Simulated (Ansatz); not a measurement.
**BeS under load (space group R3m): band-edge transport data**

Given:

```xyz
2
Lattice="0.0098 2.4267 2.4267 2.4267 0.0098 2.4267 2.4267 2.4267 0.0098" Properties=species:S:1:pos:R:3 pbc="T T T"
Be    -0.0011    -0.0011    -0.0011
S      3.6485     3.6485     3.6485
```

Method: PBEsol with spin-orbit coupling, rigid bands (plane waves, PAW; Ansatz, a quantum-chemistry and plane-wave program). Condition of this run: uniaxial stress along [111] of -1 GPa (compression positive) (the target of the relaxation). Cell: cell and atoms relaxed with PBEsol, then loaded as said.

```
Item                                                                                                                                                            Value
---------------------------------------------------------------------------------------------------------------------------------------  ----------------------------
band gap                                                                                                                                                      2.87 eV
electron conductivity mass (300 K, dilute)                                                                                                                    0.37 mₑ
hole conductivity mass (300 K, dilute)                                                                                                                        0.76 mₑ
effective density of states N_c (300 K)                                                                                                                   2.0e19 cm⁻³
effective density of states N_v (300 K)                                                                                                                   3.0e19 cm⁻³
density-of-states mass, electrons                                                                                                                             0.85 mₑ
density-of-states mass, holes                                                                                                                                 1.12 mₑ
Seebeck coefficient, n-type 1e19 cm⁻³, 300 K                                                                                                                -275 μV/K
best n-type power factor at 300 K for τ = 10 fs (best axis; densities from 1e16 to 1e21 cm⁻³ tried, whether or not they can be reached)   8.5 μW/(cm·K²) at 1e20 cm⁻³
Seebeck coefficient, p-type 1e19 cm⁻³, 300 K                                                                                                                 362 μV/K
best p-type power factor at 300 K for τ = 10 fs (best axis; densities from 1e16 to 1e21 cm⁻³ tried, whether or not they can be reached)  16.3 μW/(cm·K²) at 3e20 cm⁻³
```

Rigid bands; masses and Seebeck coefficients take one relaxation time τ for all states and one kind of carrier; polarons and phonon drag are left out.
